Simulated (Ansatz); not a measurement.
The structure below was relaxed with Ansatz (a first-principles code), PBEsol, PAW, cutoff 420 eV, scalar-relativistic without spin-orbit coupling, earlier PAW set.

Space group Pm-3m (No. 221); a = 3.6989 Å, b = 3.6989 Å, c = 3.6989 Å, α = 90.00°, β = 90.00°, γ = 90.00°

```json
[
 {"atom": "Sb", "site": "1a", "symmetry": "m-3m", "x": "0.0000", "y": "0.0000", "z": "0.0000"},
 {"atom": "Br", "site": "1b", "symmetry": "m-3m", "x": "0.5000", "y": "0.5000", "z": "0.5000"}
]
```

### Question
Write out a cell with all atoms.

### Answer
```cif
data_BrSb
_chemical_formula_sum 'Sb1 Br1'
_space_group_name_H-M_alt 'P 1'
_space_group_IT_number 1
_cell_length_a 3.69894
_cell_length_b 3.69894
_cell_length_c 3.69894
_cell_angle_alpha 90.000
_cell_angle_beta 90.000
_cell_angle_gamma 90.000
loop_
_space_group_symop_operation_xyz
  'x, y, z'
loop_
_atom_site_label
_atom_site_type_symbol
_atom_site_fract_x
_atom_site_fract_y
_atom_site_fract_z
_atom_site_occupancy
Sb1 Sb 0.00000 0.00000 0.00000 1
Br1 Br 0.50000 0.50000 0.50000 1
```
This is the conventional cell.

No phonon test of stability was made. The final runs are not spin-polarised. The cell was made from TlBr by this change: Tl → Sb; the result is a hypothetical phase, not in the database extracts checked.
